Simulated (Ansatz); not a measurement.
Consider CuI in the zinc blende structure (space group F-43m, No. 216).

```xyz
2
Lattice="0.0000 2.9309 2.9309 2.9309 0.0000 2.9309 2.9309 2.9309 0.0000" Properties=species:S:1:pos:R:3 pbc="T T T"
Cu     0.0000     0.0000     0.0000
I      1.4655     1.4655     1.4655
```

The values are results of LDA (Ansatz, a program for electronic structure, PAW, spin-orbit coupling left out), not measurements.

For the base:

```
Quantity                          Value
-----------------------------  --------
Pressure                       0.00 GPa
Band gap                        1.22 eV
Width of the top valence band   1.92 eV
```

Now apply this change: an isotropic linear strain of −1.50 %; the atoms relax in the strained cell.

Q: Predict the new pressure, band gap and width of the top valence band.

A: The pressure goes from zero to 2.89 GPa; the band gap grows by 0.14 eV to 1.36 eV; the width of the top valence band rises by 0.20 eV, from 1.92 eV to 2.12 eV.

Spin-orbit coupling, missing from the scalar runs, can matter with I. No phonon test of stability was made. All final runs are without spin polarisation.
